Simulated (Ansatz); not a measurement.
Consider RhB in the NiAs type structure (space group P6_3/mmc, No. 194; a = 3.357 Å, c = 4.084 Å; a cell from a computed database, its experimental status unchecked; relaxed with 0.1 eV smearing). Axes: x lies along a and z along c of the hexagonal cell.

All numbers come from Kohn–Sham DFT with the PBEsol functional, run in Ansatz (a program for electronic structure) with PAW and 420 eV plane waves, no spin-orbit coupling.

Before the change:

| Item | Value |
|---|---|
| Shortest interatomic distance | 2.042 Å |
| Band gap | zero |

Now apply this change: uniaxial strain ε_xx = +1.66 %, all other strain components held at zero, atoms relaxed at fixed cell.

Q: How does this affect the stress, shortest interatomic distance, energy relative to the base and band gap?

A: The stress (xx, yy, zz, yz, xz, xy; compression positive) comes out as (-7.4, -3.5, -4.0, 0.0, 0.0, 0.0) GPa; the shortest interatomic distance remains 2.042 Å; the energy increases by 3.9 meV/atom; the band gap is still zero.

Whether these cells are dynamically stable was not tested. All final runs are without spin polarisation.
